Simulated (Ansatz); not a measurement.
**CdSe with two functionals, isotropic strain −0.59 %**

Base system: CdSe in the zinc blende structure (space group F-43m, No. 216; a = 6.196 Å).

(Cell as relaxed with PBE.)

Levels (all Ansatz, a program for electronic structure, PAW, earlier PAW set): PBE (420 eV, no SOC); r2SCAN (500 eV, without spin-orbit coupling).

Each level relaxes its own structure.

```
base                      PBE    r2SCAN
-------------------  --------  --------
volume per atom      29.74 Å³  28.84 Å³
lattice parameter a   6.196 Å   6.133 Å
band gap              0.49 eV   1.03 eV
```

One thing is altered: an isotropic linear strain of −0.59 %, atoms relaxed at fixed cell.

```csv
quantity,PBE,r2SCAN
electron mass,0.055 mₑ (at Γ),0.095 mₑ (at Γ)
pressure,0.82 GPa,0.96 GPa
"hole mass (degenerate bands, along [100])","0.056, 0.71, 0.71 mₑ (at Γ)","0.100, 0.68, 0.68 mₑ (at Γ)"
```

PBE's pressure lies 0.14 GPa below r2SCAN's. Neither level is exact; r2SCAN is the comparison here, not a measurement.

Effective masses come from finite differences of ±0.01 Å⁻¹. Stability against distortions was not tested.
